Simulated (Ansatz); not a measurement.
**How the band gap of MoS2 (within 0.1 Å of P6₃/mmc, No. 194, 12 atoms in the cell; start mp-1027525) moves with the method**

No measured value is used here.

```tsv
level (code)	value (eV)
LDA (Ansatz)	0.70
PBEsol+SOC (Ansatz)	___
r²SCAN+SOC (Ansatz)	0.87 (indirect)
```

### Question
Fill in the missing entries.

### Answer

- PBEsol+SOC (Ansatz, a program for electronic structure), value (eV): 0.72 (indirect)

Computed values are for a static lattice. Levels without +SOC have no spin–orbit coupling; where heavier elements are present it shifts gaps, mostly down, and can invert bands. The crystal itself was run without spin with LDA; a magnetic state was not tried in these runs. Values are at the PBE-D3(BJ) cell. Cutoffs differ between the levels. Ansatz's density-functional and Hartree–Fock values are scalar-relativistic unless marked +SOC, with PAW data made under PBE.

A start named mp-… is a Materials Project structure, which need not be a measured phase.
